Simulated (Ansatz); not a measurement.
The starting structures come from a database of crystals and need not be the phases stable at ambient conditions.

```
BeSe
1.0
    3.65429     0.00000     0.00000
   -1.82714     3.16470     0.00000
    1.82714    -1.05490     2.98371
Be Se
1 1
Direct
  0.00000   0.00000   0.00000
  0.25000   0.75000   0.25000
```

Space group of this cell: F-43m, zinc blende. The cell is taken as given; by PBEsol its mean pressure is -1.7 GPa.

The current runs along the normal of the first two printed vectors, the (111) plane. All runs by Ansatz (a program for electronic structure), plane waves and PAW, without spin-orbit coupling; the base is PBEsol.

```
run                                                      mean pressure (GPa)  gap (eV)  mid-gap κ (1/Å)
-------------------------------------------------------  -------------------  --------  ---------------
base                                                                    -1.7      2.51            0.184
all lengths scaled by 0.98                                               3.2         …                …
all lengths scaled by 1.02                                              -5.6         …                …
lda in place of pbesol                                                  -3.9      2.51                …
lengths across the current scaled by 0.98, ions clamped                  1.5      2.39            0.179
lengths across the current scaled by 1.02, ions clamped                 -4.4      2.55            0.189
lengths along the current scaled by 0.97, ions clamped                   0.7      2.37            0.194
lengths along the current scaled by 1.03, ions clamped                  -3.7      2.53            0.176
```

Problem. Some entries are withheld; supply them.

Solution. 
- all lengths scaled by 0.98, gap (eV): 2.38
- all lengths scaled by 0.98, mid-gap κ (1/Å): 0.183
- all lengths scaled by 1.02, gap (eV): 2.63
- all lengths scaled by 1.02, mid-gap κ (1/Å): 0.182
- lda in place of pbesol, mid-gap κ (1/Å): 0.183
